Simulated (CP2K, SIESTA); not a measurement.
A SIESTA input for a self-consistent single point of NaF (Fm-3m, 2 atoms in the cell) (DFT, GGA PBE, numerical atomic orbitals DZP, PseudoDojo PBE standard norm-conserving potentials (rewritten from UPF to PSML)):

```
# files in the folder: Na.psml F.psml (PseudoDojo PBE standard)
SystemName  NaF
SystemLabel siesta

NumberOfAtoms                2
NumberOfSpecies              2
%block ChemicalSpeciesLabel
  1 11 Na
  2 9 F
%endblock ChemicalSpeciesLabel
LatticeConstant              1.0 Ang
%block LatticeVectors
     0.000000000    2.267379000    2.267379000
     2.267379000    0.000000000    2.267379000
     2.267379000    2.267379000    0.000000000
%endblock LatticeVectors
AtomicCoordinatesFormat      Ang
%block AtomicCoordinatesAndAtomicSpecies
     0.000000000    0.000000000    0.000000000  1
     2.267379000    2.267379000    2.267379000  2
%endblock AtomicCoordinatesAndAtomicSpecies

XC.functional                GGA
XC.authors                   PBE
PAO.BasisSize                DZP
PAO.EnergyShift              0.005 Ry
MeshCutoff                   400 Ry
%block kgrid.MonkhorstPack
   10   0   0  0.0
    0  10   0  0.0
    0   0  10  0.0
%endblock kgrid.MonkhorstPack
OccupationFunction           FD
ElectronicTemperature        10 K

MaxSCFIterations             150
SCF.Mixer.Method             Broyden
SCF.Mixer.Weight             0.25
SCF.Mixer.History            6
SCF.DM.Tolerance             1.0E-04
Diag.ParallelOverK           true
WriteForces                  true
```

Q: Give the CP2K input for the same structure, mesh, smearing and functional.

A: This is the input that was run; spellings and numerical settings could be chosen otherwise.

```
&GLOBAL
  PROJECT scf
  RUN_TYPE ENERGY_FORCE
  PRINT_LEVEL MEDIUM
&END GLOBAL
&FORCE_EVAL
  METHOD Quickstep
  STRESS_TENSOR ANALYTICAL
  &DFT
    BASIS_SET_FILE_NAME BASIS_MOLOPT_UZH
    POTENTIAL_FILE_NAME POTENTIAL_UZH
    &QS
      METHOD GPW
      EPS_DEFAULT 1E-10
    &END QS
    &MGRID
      CUTOFF 1000
      REL_CUTOFF 50
      NGRIDS 5
    &END MGRID
    &SCF
      SCF_GUESS ATOMIC
      EPS_SCF 1E-6
      MAX_SCF 100
      ADDED_MOS 4
      &DIAGONALIZATION
        ALGORITHM STANDARD
      &END DIAGONALIZATION
      &MIXING
        METHOD BROYDEN_MIXING
        ALPHA 0.3
        NBUFFER 10
      &END MIXING
    &END SCF
    &KPOINTS
      SCHEME MONKHORST-PACK 10 10 10
      GAMMA_CENTERED T
    &END KPOINTS
    &XC
      &XC_FUNCTIONAL PBE
      &END XC_FUNCTIONAL
    &END XC
    &PRINT
      &MO
        EIGENVALUES T
        OCCUPATION_NUMBERS T
        NDIGITS 8
        FILENAME mo
        &EACH
          QS_SCF 0
        &END EACH
        ADD_LAST NUMERIC
      &END MO
      &MULLIKEN ON
      &END MULLIKEN
    &END PRINT
  &END DFT
  &SUBSYS
    &CELL
      A 3.20655800 0.00000000 0.00000000
      B 1.60327900 2.77696100 0.00000000
      C 1.60327900 0.92565400 2.61814400
      PERIODIC XYZ
    &END CELL
    &COORD
      SCALED
      Na       0.00000000     0.00000000     0.00000000
      F        0.50000000     0.50000000     0.50000000
    &END COORD
    &KIND Na
      BASIS_SET DZVP-MOLOPT-PBE-GTH-q9
      POTENTIAL GTH-PBE-q9
    &END KIND
    &KIND F
      BASIS_SET DZVP-MOLOPT-PBE-GTH-q7
      POTENTIAL GTH-PBE-q7
    &END KIND
  &END SUBSYS
  &PRINT
    &FORCES ON
    &END FORCES
    &STRESS_TENSOR ON
    &END STRESS_TENSOR
  &END PRINT
&END FORCE_EVAL
```

Basis settings and potentials, where a program has them, do not carry over. This input uses DFT PBE, GPW, DZVP-MOLOPT-PBE-GTH basis, GTH-PBE potentials (POTENTIAL_UZH). Both were run: pressure 4.82 GPa in SIESTA and 7.20 in CP2K; gap on the mesh 6.570 eV in SIESTA and 6.664 in CP2K.

On SIESTA: the starting cell comes from a database of computed structures (which also holds hypothetical and non-ambient phases and stackings), without a prior relaxation at this level. Its lattice was rescaled by a random factor within 2.5 % of one. Values carry the incompleteness of an atom-centred basis. With a pressure of about 5 GPa the cell is away from its equilibrium volume at this level.

On CP2K: the starting cell comes from a database of computed structures (which also holds hypothetical and non-ambient phases and stackings), without a prior relaxation at this level. Its lattice was rescaled by a random factor within 2.5 % of one. Values carry the incompleteness of an atom-centred basis. With a pressure of about 7 GPa the cell is away from its equilibrium volume at this level.
